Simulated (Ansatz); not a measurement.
Start from La2O3 (space group P-3m1, No. 164; a = 3.906 Å, c = 6.039 Å). Axes: x lies along a and z along c of the hexagonal cell.

Method: DFT with PBEsol, PAW potentials and a 420 eV plane-wave cutoff in Ansatz (a program for electronic structure), no spin-orbit coupling, earlier PAW set.

Strains are applied to the cell and any free atomic positions relax; under biaxial strain the out-of-plane vector relaxes too.

One change was made to it. Results:

```tsv
quantity	base	after
band gap	3.77 eV	3.73 eV
gap character	indirect, L → K	indirect, K → M
width of the top valence band	0.41 eV	0.67 eV
```

Question: Which change produced these results?
A. biaxial strain −2.38 %, plane normal [001], relaxed out of plane
B. isotropic strain −3.31 %
C. isotropic strain −4.04 %

Answer: B, isotropic strain −3.31 %. For comparison, the width of the top valence band in the other runs: isotropic strain −4.04 % gives 0.76 eV; biaxial strain −2.38 %, plane normal [001], relaxed out of plane gives 0.55 eV.

Stability against distortions was not tested.
